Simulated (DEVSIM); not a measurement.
Device: abrupt Si p-n junction, at 300 K.

Layer 1 from the left is Si, thickness (μm) 2.70, Na (cm⁻³) 5.1e15, τn (s) 3.1e-6, τp (s) 3.1e-6. Layer 2 from the left is Si, thickness (μm) 34.0, Nd (cm⁻³) 1.7e16, τn (s) 3.1e-6, τp (s) 3.1e-6.

Left contact: ohmic. Right contact: ohmic. Voltage is applied to the left contact. Recombination: SRH at mid-gap. Mobility is μmin + (μ − μmin)/(1 + (N/Nref)^α).

Constants are typed, rounded textbook-type inputs, not results; the design itself was drawn at random and stands for no fabricated device. Values at 300 K.

Si: gap (eV) 1.124, affinity (eV) 4.05, permittivity 11.7, Nc (cm⁻³) 2.86e19, Nv (cm⁻³) 3.1e19, μn (cm²/Vs) 1417, μp (cm²/Vs) 470, μn,min 52, μp,min 45, Nref,n 9.7e16, Nref,p 2.2e17, αn 0.68, αp 0.72.

Q: Estimate by hand the built-in potential, the peak field at zero bias, the capacitance at -3 V, and compare with a numerical solution.

A: 
- Built-in potential: ni = √(Nc Nv) exp(−Eg/2kT) = 1.08e10 cm⁻³ with Eg = 1.124 eV; Vbi = kT/q ln(Na Nd/ni²) = 0.707 V; numerical 0.707 V.
- Peak field at zero bias: depletion approximation: W = √(2εVbi/(qN)) = 0.483 μm with N = 3.92e15 cm⁻³; field = 2Vbi/W = 29300 V/cm; numerical 28200 V/cm (estimate above by 3.9 %).
- Capacitance at -3 V: C = √(qεN / 2(Vbi + |V|)) = 9.37 nF/cm²; numerical 9.44 nF/cm² (estimate below by 0.70 %).

Model (solved in DEVSIM): 1D drift-diffusion, Boltzmann statistics, complete ionisation; no tunnelling, impact ionisation, image-force lowering or self-heating.
